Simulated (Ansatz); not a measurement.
System: Zr (within 0.1 Å of P6/mmm, No. 191, 6 atoms in the cell; start mp-1077723; another form than the element's usual one). Method: LDA (plane waves, PAW; Ansatz, a quantum-chemistry and plane-wave program).

Run with plane-wave cutoff 520 eV, 14×14×14 k mesh, Fermi–Dirac smearing 0.05 eV, scalar-relativistic PAW data made under PBE.

Cell (relaxed at this level):

```cif
data_Zr6
_chemical_formula_sum 'Zr6'
_space_group_name_H-M_alt 'P 1'
_space_group_IT_number 1
_cell_length_a 5.80898
_cell_length_b 5.80898
_cell_length_c 5.80898
_cell_angle_alpha 129.844
_cell_angle_beta 85.557
_cell_angle_gamma 115.898
loop_
_space_group_symop_operation_xyz
  'x, y, z'
loop_
_atom_site_label
_atom_site_type_symbol
_atom_site_fract_x
_atom_site_fract_y
_atom_site_fract_z
_atom_site_occupancy
Zr1 Zr 0.25000 0.25000 0.00000 1
Zr2 Zr 0.75000 0.75000 0.00000 1
Zr3 Zr 0.33330 0.00009 0.33339 1
Zr4 Zr 0.66670 0.99991 0.66661 1
Zr5 Zr 0.16670 0.50009 0.66679 1
Zr6 Zr 0.83330 0.49991 0.33321 1
```

Task: Give the computed bulk modulus.

Result: 
- bulk modulus = 108 GPa

The run finds no gap.

Note: the bulk modulus is −V dP/dV from two relaxed cells at ±2 % in volume.

Computed values are for the static lattice.

A start named mp-… is a Materials Project structure, which need not be a measured phase.
